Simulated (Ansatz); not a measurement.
**Zn interstitial in zinc-blende InAs**

Computed with PBE, PAW (plane waves to 420 eV; Ansatz, an electronic-structure program). Set-up: 64-site cell; 2×2×2 shifted k-points; start: void with 4In nearest; no spin–orbit coupling; the functional closes the host's gap; energies good to tenths of an eV.

Neighbours after relaxation, in Å: of the Zn atom: In 2.80, In 2.80, In 2.80, In 2.80.

The name describes the start; the neighbours show where the atoms ended.

```json
[
 {"charge": "0", "moment (μB)": "not spin-polarised", "largest move off a lattice site (Å)": "0.12"}
]
```

Not the lowest form: the same atoms on another site or from another start ended lower, by 0.37 eV at charge 0.
